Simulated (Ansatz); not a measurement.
## A computed series for Li2PdO3: response to strain

Start from Li₂PdO₃ (space group C2/m, No. 12; a cell from a computed database, its experimental status unchecked).

```xyz
12
Lattice="2.5561 -4.4212 0.0000 2.5561 4.4212 0.0000 -1.7074 0.0000 4.7785" Properties=species:S:1:pos:R:3 pbc="T T T"
Li     1.7024     0.0000     2.3892
Li     1.7024    -2.9751     2.3892
Li     1.7024     2.9751     2.3892
Li     0.0000     0.0000     0.0000
Pd     2.5561    -1.4743     0.0000
Pd     2.5561     1.4743     0.0000
O      0.0688     0.0000     3.6470
O      3.3360     0.0000     1.1315
O      0.8864    -1.5362     1.1185
O      2.5184     1.5362     3.6600
O      2.5184    -1.5362     3.6600
O      0.8864     1.5362     1.1185
```

Cartesian axes are those of the cell as printed.

Strains are applied to the cell and any free atomic positions relax; under biaxial strain the out-of-plane vector relaxes too.

All numbers come from plane-wave PAW DFT at the r2SCAN level (Ansatz, a program for electronic structure, 500 eV), no spin-orbit coupling, earlier PAW set.

Notes on the quantities. energy relative to the base: free energy F; pressure: mean of the normal stresses, compression positive; band gap: an upper bound: an edge found on the path is not a true extremum; the base alone.

```tsv
change	shortest interatomic distance	energy relative to the base	pressure	band gap
base	2.007 Å	0 meV/atom	0.00 GPa	1.89 eV
biaxial strain +0.89 %, plane normal [001], relaxed out of plane	2.011 Å	+1.3 meV/atom	-1.66 GPa	1.83 eV
biaxial strain +1.62 %, plane normal [001], relaxed out of plane	2.015 Å	+4.1 meV/atom	-2.95 GPa	1.78 eV
biaxial strain +4.75 %, plane normal [001], relaxed out of plane	2.034 Å	+33 meV/atom	-7.76 GPa	1.56 eV
isotropic strain +2.99 %	2.034 Å	+24 meV/atom	-8.52 GPa	1.65 eV
isotropic strain +3.46 %	2.039 Å	…	…	1.62 eV
```

Fill in the withheld entries from the trend.


- isotropic strain +3.46 %, energy relative to the base: +32 meV/atom
- isotropic strain +3.46 %, pressure: -9.54 GPa

Stability against distortions was not tested.
